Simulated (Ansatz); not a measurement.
CdSe: energy against strain

CdSe (zinc blende, F-43m, 28.838 Å³/atom at rest, cube axes along x, y and z) under a strain ε along a cube axis (axis z), the other axes held. r2SCAN in Ansatz, a plane-wave DFT program (PAW, default set), 500 eV, 9×9×9 Γ-centred mesh, Fermi-Dirac smearing 0.05 eV; ions are relaxed within the symmetry of each cell.

Here s stands for strain and y for E less E0.

| strain (%) | E less E0 (meV/atom) |
|---|---|
| -1.50 | 1.31 |
| -1.00 | 0.59 |
| -0.50 | 0.15 |
| 0.00 | 0.00 |
| 0.50 | 0.13 |
| 1.00 | 0.55 |
| 1.50 | 1.24 |
| 3.00 | ? |

Taking a parabola for y over the 7 complete rows: Least squares gives y = 0.000 - 0.0221·s + 0.5671·s². Residuals (row less fit): 0.001, 0.001, -0.003, 0.000, -0.001, 0.005, -0.003; standard error 0.003 (degrees of freedom: 4). Twice the quadratic coefficient over the volume, 2 × 0.5671 meV × 10⁴ × 0.1602 / 28.838 Å³, is the elastic constant C11 = 63 ± 0.2 GPa.

### Question
Estimate the missing y (s = 3.00); what did the run itself give?

### Answer
y = 0.000 - 0.0221 × 3.0 + 0.5671 × 3.0² = 5.038 meV/atom. The calculation gives 4.96 meV/atom, 0.078 meV/atom below the prediction (1.6 % of the range of y in the table). The row lies outside the fitted rows, so this is an extrapolation. The fitted rows scatter only by rounding.

One order more, fitted to all 13 runs of the series, follows each within 0.01, so the miss is the next term of a smooth law. CdSe stands in this structure, whereas wurtzite is the usual form. Rows are the converged runs of the series near zero and its far end; series whose fitted rows scatter by over a few per cent of the range, as at a crossing or softening among them, aren't shown in this form. Most that stay on the fit to the last digits aren't either.
